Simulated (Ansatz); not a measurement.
The reference is Al$_{2}$O$_{3}$ in the corundum structure (space group R-3c, No. 167; a = 4.729 Å, c = 12.892 Å (hexagonal axes)). Axes: x lies along a and z along c of the hexagonal cell.

Computed with plane-wave PAW DFT at the LDA level (Ansatz, a program for electronic structure, 420 eV), no SOC.

For the base:

```
Item       Result
--------  -------
Band gap  6.43 eV
```

Modification: the cell is compressed by 2.25 % along x with no lateral relaxation, atoms relaxed at fixed cell.

### Question
Estimate the effect on the stress.

### Answer
The stress (xx, yy, zz, yz, xz, xy; compression positive) comes out as (11.65, 4.04, 3.11, 0.44, 0.00, 0.00) GPa.

### Question
How does this affect the largest internal atomic displacement?

### Answer
The largest internal atomic displacement is 0.011 Å.

### Question
Estimate the effect on the band gap.

### Answer
The band gap goes up by 0.244 eV (6.43 eV → 6.68 eV).

### Question
Predict the new energy relative to the base.

### Answer
The energy goes up by 6.7 meV/atom.

The cells carry an imposed strain or load. Stability against distortions was not tested.
